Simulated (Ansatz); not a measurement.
Pressure series in YN

Base system: YN in the rock salt structure (space group Fm-3m, No. 225; a = 4.8957 Å).

Cell and atoms are relaxed at each pressure.

Method: Ansatz (a quantum-chemistry and plane-wave program), r2SCAN, PAW, cutoff 500 eV, no spin-orbit coupling.

Computed cases, in order: pressure −2 GPa; pressure −1 GPa; 0 GPa (base); pressure 3 GPa; pressure 7 GPa; pressure 15 GPa; pressure 30 GPa; pressure 50 GPa; pressure 75 GPa; pressure 100 GPa.

Question: Between which two neighbouring cases does the band gap open or close?

Answer: Between pressure 50 GPa (0.16 eV) and pressure 75 GPa (zero). The whole series: pressure −2 GPa: 0.60 eV; pressure −1 GPa: 0.59 eV; 0 GPa (base): 0.58 eV; pressure 3 GPa: 0.55 eV; pressure 7 GPa: 0.51 eV; pressure 15 GPa: 0.44 eV; pressure 30 GPa: 0.31 eV; pressure 50 GPa: 0.16 eV; pressure 75 GPa: zero; pressure 100 GPa: zero.

The mesh was chosen for an insulator and is coarse for the gapless case. Load acts through the strain it causes; cell and atoms are relaxed under it. Whether these cells are dynamically stable was not tested. No other phases were tried under pressure. The final runs are not spin-polarised. The zero or small gap of YN under pressure 50 GPa, YN under pressure 75 GPa and YN under pressure 100 GPa can change with the level of theory.
